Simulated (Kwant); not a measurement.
System: In0.53Ga0.47As/In0.52Al0.48As stack with 3 barriers. One parabolic valley. Leads of mass 0.041 mₑ with the band edge at 0; grid 0.1 nm; bias swept from 0.0208 to 0.43967 V, dropping linearly over the stack. Emitter Fermi level 0.033 eV, 4 K, equal in the collector.

| layer | thickness (nm) | band offset (eV) | mass (mₑ) |
|---|---|---|---|
| 1 | 2.4 | 0.52 | 0.075 |
| 2 | 3.6 | 0 | 0.041 |
| 3 | 2.4 | 0.52 | 0.075 |
| 4 | 4.5 | 0 | 0.041 |
| 5 | 2.4 | 0.52 | 0.075 |

Constants are typed, rounded textbook-type inputs, not results; the design itself was drawn at random and stands for no fabricated device.

Kwant, one-band effective-mass tight-binding model in one dimension, coherent, no space charge, current by the Tsu-Esaki formula.

Tabulate J (A/cm²) against bias (V).


```csv
bias (V),J (A/cm²)
0.02080,0.0286
0.04698,0.0780
0.07316,0.204
0.09934,0.598
0.1255,2.32
0.1517,31.7
0.1779,399
0.2041,73.1
0.2302,14.0
0.2564,9.25
0.2826,8.32
0.3088,8.83
0.3350,10.5
0.3611,13.6
0.3873,19.3
0.4135,29.8
0.4397,51.1
```
